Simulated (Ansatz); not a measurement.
The starting structures come from a database of crystals and need not be the phases stable at ambient conditions.

Here is the system:

```yaml
crystal:
  lattice:
    - [7.67874, 0.00000, 0.00000]
    - [3.83937, 7.27044, -0.03990]
    - [3.83937, -0.66422, 2.11480]
  atoms:
    - { symbol: Ca, position: [0.00000, 0.00000, 0.00000] }
    - { symbol: I, position: [0.40936, 0.25730, 0.25730] }
    - { symbol: I, position: [0.59064, 0.74270, 0.74270] }
```

Space group of this cell: P-3m1, CdI2 type. The cell was relaxed by PBE-D3(BJ); by r2SCAN its mean pressure is 1.0 GPa.

Transport runs along the normal of the first two printed cell vectors, the (111) plane of the conventional cell.

The gap is the functional's own, uncorrected, and κ follows it; spin-orbit coupling is left out. Mid-gap values are interpolated between the computed energies.

**Question.** Estimate the band gap and the smallest decay constant κ at mid-gap that r2SCAN (Ansatz, an electronic-structure program) returns for this system.

**Answer.** Gap 3.88 eV on a 14×14×14 mesh; κ = 0.287 1/Å, at the zone centre.
